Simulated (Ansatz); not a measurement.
```
CELL_PARAMETERS angstrom
      4.11224     0.00000     0.00000
     -2.05612     3.56131     0.00000
      0.00000     0.00000     6.69288
ATOMIC_POSITIONS crystal
  Cd 0.33333 0.66667 0.99917
  Cd 0.66667 0.33333 0.49917
  S  0.33333 0.66667 0.37563
  S  0.66667 0.33333 0.87563
```

No spin polarisation.

Calculations: plane-wave PAW DFT at the PBE level (Ansatz, a quantum-chemistry and plane-wave program, 420 eV), without spin-orbit coupling, earlier PAW set. Settings: 9×9×5 k-points, 0.05 eV Fermi–Dirac smearing.

Q: Predict the electron mass, valence-band top at Γ and gap character.

A: 
* **Electron mass**: 0.13 mₑ along c, 0.14 mₑ across (at Γ)
* **Valence-band top at Γ (three highest levels, from the VBM)**: 0.00, 0.00, -0.05 eV
* **Gap character**: direct at Γ

The cells carry an imposed strain or load. Masses are band curvatures over ±0.01 Å⁻¹ around the edge. Whether these cells are dynamically stable was not tested. The cell was made from CdS in the wurtzite structure (space group P6_3mc, No. 186) by this change: isotropic strain −2.01 %.
